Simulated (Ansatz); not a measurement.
## SiC: strain tensor (xx, yy, zz, yz, xz, xy) = (+0.62, −0.09, −0.31, −1.18, −1.43, +0.01) %

Consider SiC (space group P6_3mc, No. 186; a = 3.079 Å, c = 15.107 Å). Axes: x lies along a and z along c of the hexagonal cell.

The change: the symmetric strain tensor [0.0062 0.0001 -0.0142; 0.0001 -0.0009 -0.0118; -0.0142 -0.0118 -0.0031]; the atoms relax in the strained cell.

Computed with Ansatz (a first-principles code), PBEsol, PAW, cutoff 420 eV, without spin-orbit coupling, earlier PAW set. k-mesh 10×10×2 (Γ-centred); smearing 0.05 eV (Fermi–Dirac).

```tsv
quantity	base	changed	shift
space group	P6_3mc (No. 186)	P1 (No. 1)	–
energy relative to the base (free energy F)	0 meV/atom	+7.8 meV/atom	+7.8 meV/atom
pressure (mean of the normal stresses, compression positive)	0.00 GPa	-0.44 GPa	-0.44 GPa
band gap (an upper bound: an edge found on the path is not a true extremum; both cells)	1.92 eV	1.70 eV	-0.22 eV
stress (xx, yy, zz, yz, xz, xy; compression positive)	–	(-2.79, -0.09, 1.56, 3.73, 4.59, -0.19) GPa	–
```

Cost of the whole job for the changed cell (relaxation, final SCF and bands): roughly 4 core-minutes.

Whether these cells are dynamically stable was not tested.
